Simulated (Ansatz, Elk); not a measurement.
An Ansatz (a first-principles code) input for a self-consistent single point of InPd (Pm-3m, 2 atoms in the cell) (DFT, PBE with spin-orbit coupling, plane waves, default PAW files):

Ansatz 0.2 input:
```yaml
# InPd
crystal:
  lattice:
    - [3.331101, 0.000000, 0.000000]
    - [0.000000, 3.331101, 0.000000]
    - [0.000000, 0.000000, 3.331101]
  atoms:
    - { symbol: In, position: [0.000000, 0.000000, 0.000000] }
    - { symbol: Pd, position: [0.500000, 0.500000, 0.500000] }
basis:
  ecutwfc: 30.9 Ry
kpoints:
  mp_grid: { grid: [10, 10, 10] }
hamiltonian:
  xc: pbe
  pseudopotentials: { kind: paw }
magnetization:
  noncollinear: true
  spin_orbit: true
scf:
  occupations: { method: gaussian, width: 0.02 Ry }
output:
  forces: true
  eigenvalues: true
  stress: true
```

Q: Give the Elk input for the same structure, mesh, smearing and functional.

A: One input that does it (others would too):

```
tasks
  0

xctype
  20

spinorb
  .true.

rgkmax
  8.0

gmaxvr
  16.0

nxlo
  2

lorbcnd
  .true.

rmtscf
  0.99

lmaxi
  2

nempty
  10

stype
  0

swidth
  0.00999582

maxscl
  100

scale
  1.889726125

avec
    3.3311010000    0.0000000000    0.0000000000
    0.0000000000    3.3311010000    0.0000000000
    0.0000000000    0.0000000000    3.3311010000

sppath
  'species/'

atoms
  2
  'In.in'
  1
  0.0000000000  0.0000000000  0.0000000000    0.0 0.0 0.0
  'Pd.in'
  1
  0.5000000000  0.5000000000  0.5000000000    0.0 0.0 0.0

ngridk
  10 10 10
```

Basis settings and potentials, where a program has them, do not carry over. This input uses DFT, PBE, spin-orbit coupling in second variation, all-electron FP-LAPW, Elk's shipped species files, APW+lo basis with extra local orbitals. The width in Ry is rounded to four decimals. Both were run: size of the net moment 0.00 μB/atom in Ansatz and 0.00 in Elk.

On Elk: the starting cell comes from a database of computed structures (which also holds hypothetical and non-ambient phases and stackings), without a prior relaxation at this level. Its lattice was rescaled by a random factor within 2.5 % of one. Values depend on the basis (sphere radii, cutoffs, local orbitals), which need not be converged.

On Ansatz: the starting cell comes from a database of computed structures (which also holds hypothetical and non-ambient phases and stackings), without a prior relaxation at this level. Its lattice was rescaled by a random factor within 2.5 % of one.
